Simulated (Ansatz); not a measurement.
Start from HfS₂ in the CdI2 type structure (space group P-3m1, No. 164; a = 3.547 Å, c = 5.577 Å; layered, stacked along the Cartesian z axis). Axes: x lies along a and z along c of the hexagonal cell.

Calculations: PBEsol-D3(BJ) (Ansatz, a program for electronic structure, PAW, scalar-relativistic without spin-orbit coupling).

Now apply this change: uniaxial strain ε_xx = +1.00 %, all other strain components held at zero, atoms relaxed at fixed cell.

Predict the stress tensor and what it implies for the stiffness.

Stress of the strained cell less that of the base (GPa, compression positive):
```
  -1.50    0.00    0.00
   0.00   -0.25   -0.08
   0.00   -0.08   -0.10
```

Then −Δσ_ii/ε with ε = 0.0100 gives relaxed-ion elastic constants: C11 ≈ 150 GPa and C12 ≈ 25 GPa.

Stability against distortions was not tested.
